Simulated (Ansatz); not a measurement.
Base system: AlN in the wurtzite structure (space group P6_3mc, No. 186; a = 3.1302 Å, c = 5.0180 Å). Axes: x lies along a and z along c of the hexagonal cell.

Calculations: DFT with PBE, PAW potentials and a 420 eV plane-wave cutoff in Ansatz (a program for electronic structure), without spin-orbit coupling.

Base values:

| Property | Result |
|---|---|
| Band gap | 4.03 eV |
| Pressure | 0.00 GPa |

Perturbation: the cell is stretched by 3.00 % along z with no lateral relaxation; the atoms relax in the strained cell.

Predict the new electron mass.

The electron mass amounts to 0.25 mₑ along z, 0.29 mₑ across (at Γ).

What happens to the band gap?

The band gap decreases by 0.17 eV (4.03 eV → 3.86 eV).

What happens to the pressure?

The pressure (mean of the normal stresses, compression positive) goes from zero to -5.12 GPa.

What happens to the largest internal atomic displacement?

The largest internal atomic displacement amounts to 0.012 Å.

Masses are band curvatures over ±0.01 Å⁻¹ around the edge. Stability against distortions was not tested.
